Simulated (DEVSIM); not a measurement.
Device: InP/In0.53Ga0.47As n-p heterojunction, at 350 K.

Layer 1 from the left is InP, thickness (μm) 0.170, Nd (cm⁻³) 2.7e16, τn (s) 1.9e-9, τp (s) 1.9e-9. Layer 2 from the left is In0.53Ga0.47As, thickness (μm) 0.570, Na (cm⁻³) 7.5e16, τn (s) 1.9e-9, τp (s) 1.9e-9.

Left contact: ohmic. Right contact: ohmic. Voltage is applied to the left contact. Recombination: SRH at mid-gap, Auger. Mobility is constant in doping.

This is a model device: material constants are rounded textbook-type values typed into the input, and sizes, dopings and lifetimes were drawn at random. Values at 300 K; Nc and Nv go as T^1.5, mobilities as T to minus their exponent, the gap by Varshni's rule with the affinity fixed.

InP: gap (eV) 1.344, affinity (eV) 4.38, permittivity 12.5, Nc (cm⁻³) 5.7e17, Nv (cm⁻³) 1.1e19, μn (cm²/Vs) 5200, μp (cm²/Vs) 170, T exponent of μn 2, T exponent of μp 2, Cn (cm⁶/s) 9e-31, Cp (cm⁶/s) 9e-31, Varshni α (eV/K) 0.000363, Varshni β (K) 162. In0.53Ga0.47As: gap (eV) 0.74, affinity (eV) 4.51, permittivity 13.9, Nc (cm⁻³) 2.1e17, Nv (cm⁻³) 7.7e18, μn (cm²/Vs) 12000, μp (cm²/Vs) 300, T exponent of μn 1.6, T exponent of μp 1.6, Cn (cm⁶/s) 5e-29, Cp (cm⁶/s) 5e-29, Varshni α (eV/K) 0.00035, Varshni β (K) 190.

DEVSIM, 1D drift-diffusion, Boltzmann statistics, complete ionisation; no tunnelling, impact ionisation, image-force lowering or self-heating. Band offsets follow the typed affinities; no thermionic-emission limit at abrupt steps, no polarisation charge.

Q: What does the simulation give for the largest field in the device at zero bias, the dark forward voltage at 100 A/cm²?

A: largest field in the device at zero bias 57000 V/cm; dark forward voltage at 100 A/cm² 0.349 V.
